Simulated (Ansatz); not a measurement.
Partial pair distribution functions of a relaxed model of amorphous In$_{24}$O$_{38}$Ti, broadened by 0.06 Å; density 6.46 g/cm³. The numbers are results of PBE, scalar-relativistic without spin-orbit coupling (plane waves to 420 eV, PAW; Ansatz, a quantum-chemistry and plane-wave program), not measurements.

It comes from a melt-quench run on a machine-learned potential (CHGNet), relaxed afterwards by DFT. O atoms were pushed apart under 1.9 Å during the dynamics, to hinder bonds among them. The hot cell started wider than the set density and was brought back towards it in steps. It is the lowest in DFT energy of 2 quenches. It is a model cell: composition and starting density were chosen by hand, and all elements were melted together. No dispersion term was used. Its density started from a set value of 6.37 and ended at 6.46 g/cm³. The simulated quench (nominally 330 K/ps over its main leg) is rapid and tends to freeze in more defects than a deposited or slowly cooled glass has. A cell of this size samples the disorder only roughly. The volume was free in the relaxation, at fixed shape. Stress components on the final sampling reach 1.8 GPa.

```
r (Å)  g In-O  g O-Ti  g In-In  g O-O
-----  ------  ------  -------  -----
1.55     0.00    0.01     0.00   0.00
1.65     0.00    0.57     0.00   0.00
1.75     0.00    4.55     0.00   0.00
1.85     0.01    7.24     0.00   0.00
1.95     0.39    7.19     0.00   0.00
2.05     3.51    2.37     0.00   0.00
2.15     7.47    2.62     0.00   0.00
2.25     5.61    0.43     0.00   0.00
2.35     2.55    0.00     0.00   0.00
2.45     0.82    0.00     0.00   0.00
2.55     0.48    0.00     0.00   0.09
2.65     0.25    0.00     0.00   0.92
2.75     0.12    0.00     0.00   2.17
2.85     0.09    0.00     0.00   2.60
2.95     0.15    0.00     0.08   2.44
3.05     0.24    0.00     0.49   2.08
3.15     0.23    0.02     1.53   2.25
3.25     0.18    0.81     3.10   2.12
3.35     0.42    2.07     3.25   1.51
3.45     0.51    0.39     2.60   1.33
3.55     0.49    0.23     2.08   1.29
3.65     0.69    0.99     1.43   0.76
3.75     0.85    1.04     1.86   0.63
3.85     1.03    1.19     1.74   0.62
3.95     0.94    1.49     1.51   0.77
4.05     1.04    1.17     1.55   0.47
4.15     1.04    0.65     1.50   0.41
4.25     1.14    1.19     1.15   0.83
4.35     1.25    0.30     0.74   1.08
4.45     1.23    0.77     0.45   0.94
4.55     1.36    2.18     0.41   0.75
4.65     1.46    2.18     0.26   0.62
4.75     1.35    1.39     0.49   0.55
```

Within 2.76 Å each In has 5.62 O neighbours on average.
